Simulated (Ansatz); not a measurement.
Amorphous Hf₁₈O₃₇Li₂, 57 atoms at 8.78 g/cm³, one PBE-relaxed geometry, zone centre. Methods: PBE, scalar-relativistic without spin-orbit coupling (Ansatz, an electronic-structure program); r2SCAN, scalar-relativistic without spin-orbit coupling (Ansatz); HSE06, scalar-relativistic without spin-orbit coupling (Ansatz). Plane waves to 420 eV (r2SCAN 500 eV); exact exchange is cut at the cell's faces. All rungs ran without spin polarisation.

A CHGNet melt-quench gave the starting glass, which DFT then relaxed. O atoms were pushed apart under 1.9 Å during the dynamics, to hinder bonds among them. The hot cell started wider than the set density and was brought back towards it in steps. It is the lowest in DFT energy of 2 quenches. It is a model cell: composition and starting density were chosen by hand, and all elements were melted together. No dispersion term was used. Its density started from a set value of 8.78 and ended at 8.78 g/cm³. The quench (nominally 300 K/ps over its main leg) was far faster than any real one, so the model tends to hold more defects than a real film. One small periodic cell is one sample of the glass; other quenches scatter about these values. The volume was held where the preparation left it and the shape relaxed, at a PBE pressure of 1.3 GPa. Stress components on the final sampling reach 1.3 GPa.

The relaxation ran on the zone centre alone. At PBE the gap is 4.13 eV on a 2×2×2 Γ-centred mesh, and the spacing at the zone centre alone 4.20 eV.

Q: What zone-centre spacing does r2SCAN give, roughly?

A: 4.68 eV (+0.48 eV against PBE).

Q: What zone-centre spacing does HSE06 give, roughly?

A: 5.77 eV (+1.57 eV against PBE).

The highest filled and the lowest empty state spread over these numbers of atoms (participation numbers): PBE: 13.2 and 18.7; r2SCAN: 13.3 and 22.0; HSE06: 17.7 and 32.2.
